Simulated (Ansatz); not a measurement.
# rocksalt MgS (Fm-3m) under uniaxial stress along [110]

Cell and atoms are relaxed with PBEsol to each stress (compression positive); bands and masses by PBEsol with spin-orbit coupling, rigid bands (plane waves, PAW; Ansatz, an electronic-structure program). Strains are changes of length against the unloaded cell.

```
CELL_PARAMETERS angstrom
      0.00000     2.59094     2.59094
      2.59094     0.00000     2.59094
      2.59094     2.59094     0.00000
ATOMIC_POSITIONS crystal
  Mg 0.00000 0.00000 0.00000
  S  0.50000 0.50000 0.50000
```

| stress (GPa) | strain [110] (%) | strain [1−10] (%) | strain [00−1] (%) | gap (eV) | mean mₑ* |
|---|---|---|---|---|---|
| -2.00 | 1.57 | -0.33 | -0.33 | 2.553 | 0.35 |
| -1.00 | 0.77 | -0.17 | -0.15 | 2.633 | 0.35 |
| 0 | 0 | 0 | 0 | 2.697 | 0.35 |
| 1.00 | -0.73 | 0.18 | 0.15 | 2.670 | 0.35 |
| 2.00 | -1.44 | 0.35 | 0.28 | 2.639 | 0.35 |

[110] is the direction of the load. Masses are conductivity masses at 300 K in electron masses, harmonic means over x, y and z.

Question: From the two loads next to zero, find the Young modulus and the ratio of transverse to axial strain, taking [1−10].

Answer: Between -1.00 and 1.00 GPa the strain along [110] changes by -1.50 % and that along [1−10] by 0.35 %. The modulus is 2.00/0.0150 = 133 GPa and the ratio of the strains 0.23 (PBEsol, atoms relaxed).

Question: How fast does the gap move on either side of zero load?

Answer: Under tension, (2.633 − 2.697) eV over -1.00 GPa = 64 meV/GPa, or about -8.3 eV per unit strain; under compression, (2.639 − 2.697) eV over 2.00 GPa = -29 meV/GPa, or about 4.0 eV per unit strain. The two slopes part by 93 meV/GPa; gaps are resolved to about 0.01 eV, which allows 15 meV/GPa, so they differ, even in sign: the gap has a turning point near zero load.

Masses are those of dilute carriers in rigid bands with one relaxation time, without polarons. Third decimals of gaps are kept for the arithmetic. Every relaxation keeps the rocksalt phase (space group Immm under this load), so a transition, a distortion that breaks the symmetry or fracture can't show.
